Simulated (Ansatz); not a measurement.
Reference: MgS (Fm-3m), PBEsol, rigid bands (plane waves, PAW, scalar-relativistic; Ansatz, a program for electronic structure); axes and stresses refer to this cell.

```
CELL_PARAMETERS angstrom
      0.00000     2.59094     2.59094
      2.59094     0.00000     2.59094
      2.59094     2.59094     0.00000
ATOMIC_POSITIONS crystal
  Mg 0.00000 0.00000 0.00000
  S  0.50000 0.50000 0.50000
```

- band gap = 2.73 eV
- electron conductivity mass = 0.35 mₑ
- Seebeck coefficient, p-type 1e19 cm⁻³ = 459 μV/K

Change: functional PBE, cell relaxed with it. What happens to band gap, electron conductivity mass, Seebeck coefficient, p-type 1e19 cm⁻³?

band gap moves little, to 2.76 eV; electron conductivity mass moves little, to 0.36 mₑ; Seebeck coefficient, p-type 1e19 cm⁻³ moves little, to 466 μV/K.

Change: functional r2SCAN on the same cell. What happens to band gap, electron conductivity mass, Seebeck coefficient, p-type 1e19 cm⁻³?

band gap grows to 3.49 eV; electron conductivity mass grows to 0.37 mₑ; Seebeck coefficient, p-type 1e19 cm⁻³ moves little, to 454 μV/K.

Masses are for dilute carriers at 300 K, harmonic means over directions unless an axis is named. Seebeck coefficients are for the stated density at 300 K, with one relaxation time for all states and whether or not that doping can be reached. Spin-orbit coupling is left out unless a row names it.
